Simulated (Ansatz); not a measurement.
**SiRh (model structure, started from the NbAs type, I4₁md, No. 109, 4 atoms in the cell): c axis length by level of theory**

No measured value is used here.

```tsv
level (code)	value (Å)
PBE (Ansatz)	9.744
PBEsol (Ansatz)	9.568
PBE-D3(BJ) (Ansatz)	9.545
```

Ansatz's density-functional and Hartree–Fock values are scalar-relativistic unless marked +SOC, with PAW data made under PBE.

A model structure was made by putting elements into a prototype or built by hand; it is no filed structure, need not be a known phase, and can be a saddle point held by its symmetry.

Ansatz is a program for electronic structure.
